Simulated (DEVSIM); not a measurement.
Device: illuminated Ge n-on-p cell, one wavelength, at 350 K.

```csv
layer (left to right),material,thickness (μm),Nd (cm⁻³),Na (cm⁻³),τn (s),τp (s),absorption coefficient (cm⁻¹)
1,Ge,0.130,8.3e17,-,1.4e-8,3.1e-8,320
2,Ge,190,-,7.1e16,2.1e-7,2.1e-7,320
```

Left contact: ohmic, minority hole recombination velocity 4e6 cm/s. Right contact: ohmic, minority electron recombination velocity 3e6 cm/s. Voltage is applied to the left contact. Recombination: SRH at mid-gap, radiative, Auger. Light enters at the left, 4.3e16 photons cm⁻² s⁻¹, one pass, no reflection. Mobility is μmin + (μ − μmin)/(1 + (N/Nref)^α).

This is a model device: material constants are rounded textbook-type values typed into the input, and sizes, dopings and lifetimes were drawn at random. Values at 300 K; Nc and Nv go as T^1.5, mobilities as T to minus their exponent, the gap by Varshni's rule with the affinity fixed.

```csv
parameter,Ge
gap (eV),0.664
affinity (eV),4
permittivity,16
Nc (cm⁻³),1.04e19
Nv (cm⁻³),6e18
μn (cm²/Vs),3900
μp (cm²/Vs),1900
"μn,min",150
"μp,min",100
"Nref,n",2.6e17
"Nref,p",4e17
αn,0.56
αp,0.6
T exponent of μn,1.66
T exponent of μp,2.33
B (cm³/s),6.4e-14
Cn (cm⁶/s),1e-31
Cp (cm⁶/s),1e-31
Varshni α (eV/K),0.000477
Varshni β (K),235
```

DEVSIM, 1D drift-diffusion, Boltzmann statistics, complete ionisation; no tunnelling, impact ionisation, image-force lowering or self-heating.

Base results: largest field in the device at zero bias (V/cm) 78000; dark forward voltage at 100 A/cm² (V) 0.423; potential step across the device at zero bias (V) 0.420.

**Question.** What follows from this one change: thickness of layer 1 0.13 → 0.045 μm?

**Answer.** largest field in the device at zero bias little changed (78000 V/cm); dark forward voltage at 100 A/cm² 0.423 → 0.410 V; potential step across the device at zero bias little changed (0.420 V).

**Question.** What follows from this one change: doping Na of layer 2 7.1e+16 → 2.1e+17 cm^-3?

**Answer.** largest field in the device at zero bias 78000 → 120000 V/cm; dark forward voltage at 100 A/cm² 0.423 → 0.342 V; potential step across the device at zero bias 0.420 → 0.453 V.

**Question.** What follows from this one change: temperature 350 → 500 K?

**Answer.** largest field in the device at zero bias 78000 → 65000 V/cm; dark forward voltage at 100 A/cm² 0.423 → 0.302 V; potential step across the device at zero bias 0.420 → 0.219 V.

**Question.** What follows from this one change: constant mobility in place of the doping-dependent one?

**Answer.** largest field in the device at zero bias little changed (78000 V/cm); dark forward voltage at 100 A/cm² 0.423 → 0.374 V; potential step across the device at zero bias little changed (0.420 V).
